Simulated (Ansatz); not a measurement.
```cif
data_Mo2
_chemical_formula_sum 'Mo2'
_space_group_name_H-M_alt 'Im-3m'
_space_group_IT_number 229
_space_group_name_Hall '-I 4 2 3'
_cell_length_a 3.14978
_cell_length_b 3.14978
_cell_length_c 3.14978
_cell_angle_alpha 90.000
_cell_angle_beta 90.000
_cell_angle_gamma 90.000
loop_
_atom_site_label
_atom_site_type_symbol
_atom_site_symmetry_multiplicity
_atom_site_Wyckoff_symbol
_atom_site_fract_x
_atom_site_fract_y
_atom_site_fract_z
_atom_site_occupancy
Mo1 Mo 2 a 0.00000 0.00000 0.00000 1
```
(The calculation used a cell of 1 atom; values per cell refer to that cell.)

### Question
What linear thermal expansion coefficient does quasi-harmonic lattice dynamics on Ansatz (a quantum-chemistry and plane-wave program), r2SCAN functional, plane-wave PAW give at 700 K, and what isobaric heat capacity per mole of formula units and Grüneisen parameter?

### Answer
α = 6.1 × 10⁻⁶ K⁻¹; C_P = 26.2 J/(mol K); γ = 1.73. Whether this phase is the stable one at each condition was not tested.

The PAW data sets were generated under PBE and serve the other functionals too.
